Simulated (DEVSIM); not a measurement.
Structure: Ni/SiO2/p-Si capacitor, at 400 K.

| layer (left to right) | material | thickness (nm) | Na (cm⁻³) |
|---|---|---|---|
| 1 | SiO2 | 8.70 | - |
| 2 | Si | 920 | 3.9e17 |

Metal gate on the left, work function 5.1 eV. Fixed charge at the semiconductor interface 0 cm⁻² (in units of +e); no interface traps.

The device is made up for the run: typed textbook-type constants, with dimensions and the other settings drawn at random. Values at 300 K; Nc and Nv go as T^1.5, mobilities as T to minus their exponent, the gap by Varshni's rule with the affinity fixed.

```tsv
parameter	SiO2	Si
gap (eV)	9	1.124
affinity (eV)	0.9	4.05
permittivity	3.9	11.7
Nc (cm⁻³)	-	2.86e19
Nv (cm⁻³)	-	3.1e19
Varshni α (eV/K)	-	0.000473
Varshni β (K)	-	636
```

DEVSIM, 1D Poisson equation in equilibrium, Boltzmann statistics, complete ionisation; no quantum confinement or tunnelling. Metal contacts follow the ideal Schottky-Mott rule: no Fermi-level pinning, no interface dipoles.

Base results: flat-band voltage (V) 0.12; minimum of the low-frequency capacitance (μF/cm²) 0.150.

Problem. What follows from this one change: fixed charge 0 → -1.56e+12 cm^-2?

Solution. flat-band voltage 0.12 → 0.75 V; minimum of the low-frequency capacitance little changed (0.151 μF/cm²).

Problem. What follows from this one change: temperature 400 → 300 K?

Solution. flat-band voltage 0.12 → 0.04 V; minimum of the low-frequency capacitance 0.150 → 0.137 μF/cm².

Problem. What follows from this one change: interface trap density 0 → 3e+11 cm^-2 eV^-1?

Solution. flat-band voltage 0.12 → 0.07 V; minimum of the low-frequency capacitance 0.150 → 0.168 μF/cm².

Problem. What follows from this one change: gate work function 5.1 → 5.25 eV?

Solution. flat-band voltage 0.12 → 0.27 V; minimum of the low-frequency capacitance little changed (0.148 μF/cm²).

Problem. What follows from this one change: substrate doping 3.9e+17 → 2e+16 cm^-3?

Solution. flat-band voltage 0.12 → 0.22 V; minimum of the low-frequency capacitance 0.150 → 0.0562 μF/cm².
